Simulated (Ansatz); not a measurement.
# Short convergence ladders for ZrAu (P4mm, 2 atoms in the cell)

```
CELL_PARAMETERS angstrom
      3.15616     0.00000     0.00000
      0.00000     3.15616     0.00000
      0.00000     0.00000     3.90579
ATOMIC_POSITIONS crystal
  Zr 0.00000 0.00000 0.01280
  Au 0.50000 0.50000 0.50000
```

Base method: PBEsol, default PAW files made with PBE (plane waves; Ansatz, an electronic-structure program).

Base settings: basis.ecutwfc = 30.9 Ry; kpoints.mp_grid.grid = 10 10 9; hamiltonian.xc = pbesol; hamiltonian.pseudopotentials = {kind: paw} (the program's default PAW files); scf.occupations.method = gaussian; scf.occupations.width = 0.0073 Ry.

The count of work is k-points × plane waves × bands × iterations; it is no time. 

**The width of Fermi-Dirac smearing**

In this ladder: kpoints.mp_grid.grid = 16 16 15; scf.occupations.method = fermi_dirac.

Narrow widths need finer meshes than wide ones, so the last steps can hold mesh noise.

Only quantities that move along the ladder and can be compared are tabulated; pressure and forces are left out, as mesh noise rules them at narrow widths.

```csv
scf.occupations.width,free energy less the last step's (meV/atom),energy extrapolated to zero width less the last step's (meV/atom)
0.0735 Ry,-1341.55,-116.29
0.0367 Ry,-382.04,-40.11
0.022 Ry,-147.57,-10.50
0.0147 Ry,-66.22,-2.35
0.0073 Ry,-13.20,0.04
0.0037 Ry,0.00,0.00
```

Widest scf.occupations.width that holds the free energy within 5 meV/atom: not settled: the last two steps still differ by 13 meV/atom, over half the tolerance, so the ladder does not show it.

Widest scf.occupations.width that holds the energy extrapolated to zero width within 2 meV/atom of the last step, with all finer ones: 0.0073 Ry; the step before is off by 2.4 meV/atom.

The extrapolation to zero width removes most of the smearing's effect on the energy.

**The width of Methfessel-Paxton smearing**

In this ladder: kpoints.mp_grid.grid = 16 16 15; scf.occupations.method = methfessel_paxton.

Narrow widths need finer meshes than wide ones, so the last steps can hold mesh noise.

Only quantities that move along the ladder and can be compared are tabulated; pressure and forces are left out, as mesh noise rules them at narrow widths.

| scf.occupations.width | free energy less the last step's (meV/atom) |
|---|---|
| 0.0735 Ry | -21.72 |
| 0.0367 Ry | -1.20 |
| 0.022 Ry | 0.30 |
| 0.0147 Ry | 0.23 |
| 0.0073 Ry | 0.16 |
| 0.0037 Ry | 0.00 |

Widest scf.occupations.width that holds the free energy within 2 meV/atom of the last step, with all finer ones: 0.0367 Ry; the step before is off by 22 meV/atom.

**The mesh under tetrahedron occupations**

In this ladder: scf.occupations.method = tetrahedron; scf.occupations.width = default.

Only quantities that move along the ladder and can be compared are tabulated.

| kpoints.mp_grid.grid | free energy less the last step's (meV/atom) | pressure (GPa) | largest difference of a force vector from the last step's (eV/Å) | count of work / last |
|---|---|---|---|---|
| 4 4 4 | -72.14 | -3.01 | 0.043 | 0.019 |
| 5 5 5 | 20.89 | -1.89 | 0.035 | 0.018 |
| 7 7 6 | -0.31 | -2.26 | 0.015 | 0.040 |
| 8 8 7 | 5.40 | -2.48 | 0.027 | 0.060 |
| 10 10 8 | -0.49 | -2.48 | 0.020 | 0.10 |
| 13 13 10 | -0.01 | -2.51 | 0.003 | 0.17 |
| 16 16 13 | 0.11 | -2.54 | 0.004 | 0.31 |
| 19 19 16 | -0.01 | -2.58 | 0.004 | 0.49 |
| 24 24 20 | 0.00 | -2.57 | 0.000 | 1.0 |

Coarsest kpoints.mp_grid.grid that holds the free energy within 1 meV/atom of the last step, with all finer ones: 10 10 8, at 0.10 of the last step's count of work; the step before is off by 5.4 meV/atom.

Coarsest kpoints.mp_grid.grid that holds the pressure within 0.05 GPa of the last step, with all finer ones: 16 16 13, at 0.31 of the last step's count of work; the step before is off by 0.06 GPa.

Coarsest kpoints.mp_grid.grid that holds the forces within 0.01 eV/Å of the last step, with all finer ones: 13 13 10, at 0.17 of the last step's count of work; the step before is off by 0.020 eV/Å.

On the base run: the starting cell comes from a database of computed structures (which also holds hypothetical and non-ambient phases and stackings), without a prior relaxation at this level. Its lattice was rescaled by up to half a per cent. One atom was moved a little off its site on purpose. Ansatz's pressure includes its estimate of the finite-basis (Pulay) stress.

Left out of this page: 4 runs of the series outside the window shown, repeating another row's setting, or not comparable.

Keys are those of Ansatz 0.2.
